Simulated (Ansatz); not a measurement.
The starting structures come from a database of crystals and need not be the phases stable at ambient conditions.

**Evanescent states of Be$_{2}$C (Fm-3m, 3 atoms a cell, 6.7 Å³ an atom, -2 GPa at this level) along the normal of (001)**

These are PBEsol (plane waves, PAW; Ansatz, a first-principles code) values and carry that method's errors.

The gap is the functional's own. No spin-orbit coupling. Mid-gap values are those at the computed energy nearest the middle.

Energies count from the valence-band top; κ is the least over a 10×10 mesh across the current.

| E (eV) | κ (1/Å) | where |
|---|---|---|
| 0.04 | 0.049 | Γ |
| 0.10 | 0.083 | Γ |
| 0.17 | 0.106 | Γ |
| 0.24 | 0.124 | Γ |
| 0.32 | 0.139 | Γ |
| 0.39 | 0.152 | Γ |
| 0.46 | 0.163 | Γ |
| 0.53 | 0.173 | Γ |
| 0.59 | 0.165 | off Γ |
| 0.67 | 0.153 | off Γ |
| 0.73 | 0.140 | off Γ |
| 0.81 | 0.125 | off Γ |
| 0.88 | 0.108 | off Γ |
| 0.94 | 0.088 | off Γ |
| 1.01 | 0.059 | off Γ |

**Question.** How thick must the barrier be to attenuate the transmission by 10^6 when the electrodes' Fermi level lies at 0.94 eV, and what attenuation does that film give at 0.67 eV?

**Answer.** d = 6 ln 10 / (2 × 0.088) = 78.5 Å. At 0.67 eV it gives 6 × 0.153/0.088 = 10.4 decades.
